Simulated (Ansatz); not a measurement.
Start from ZrS2 in the CdI2 type structure (space group P-3m1, No. 164; a = 3.5781 Å, c = 5.5401 Å; layered, stacked along the Cartesian z axis). Axes: x lies along a and z along c of the hexagonal cell.

The values are results of DFT with PBEsol-D3(BJ), PAW potentials and a 420 eV plane-wave cutoff in Ansatz (an electronic-structure program), spin-orbit coupling left out, not measurements.

Base values:

The gap character comes out as indirect, Γ → L. The smallest direct gap comes out as 1.22 eV. The band gap comes out as 0.29 eV.

It is then changed as follows: biaxial strain +2.50 %, plane normal [001], relaxed out of plane (Cartesian); in-plane vectors clamped, the third vector and the atoms free.

What happens to the gap character?

The gap character remains indirect, Γ → L.

Estimate the effect on the smallest direct gap.

The smallest direct gap shrinks by 0.14 eV (1.22 eV → 1.08 eV).

Predict the new band gap.

The band gap increases by 0.19 eV to 0.48 eV.

Whether these cells are dynamically stable was not tested. The zero or small gap of ZrS2 can change with the level of theory.
